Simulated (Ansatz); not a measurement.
ZrW2 (Fd-3m), PBEsol, DFPT electron-phonon coupling, linearised Boltzmann equation run with Ansatz (a quantum-chemistry and plane-wave program): phonon-limited resistivity 11.6 μΩ·cm at 300 K, 15.8 μΩ·cm at 400 K, current-weighted mean free path 14.2 nm, Drude plasma energy 4.69 eV.

Task: What is the classical skin depth at 100 GHz (nonmagnetic, μ₀ = 1.257×10⁻⁶ H/m)?

Result: δ = √(ρ/(π f μ₀)) = 542 nm.

Task: What temperature coefficient of resistance follows, and how does it compare with 1/T?

Result: (ρ₄₀₀ − ρ₃₀₀)/(100 K × ρ₃₀₀) = 3.62×10⁻³ K⁻¹, against 1/T = 3.33×10⁻³ K⁻¹ for a resistivity proportional to T. It lies higher because phonons are still being populated at 300 K; impurities would add a constant and lower it.

Task: What Drude relaxation time do resistivity and plasma energy imply?

Result: ω_p = 7.13e15 s⁻¹, so τ = 1/(ε₀ ω_p² ρ) = 19.2 fs, a damping ħ/τ of 34.3 meV.

A metal at this level (no band gap). Only scattering by harmonic phonons is included (no impurities, grain boundaries, electron-electron scattering or thermal expansion). Spin-orbit coupling is left out, which matters with elements this heavy. Halving the electron mesh (20x20x20) moves the resistivity by up to 1 % at 300 K, the mean free path by up to 6 %. Smearing 0.20 eV; phonons on a 3x3x3 q mesh, which this run doesn't test.

Formula and space group known from diffraction (Crystallography Open Database), not checked to be the room-temperature form: ZrW2 (Fd-3m).
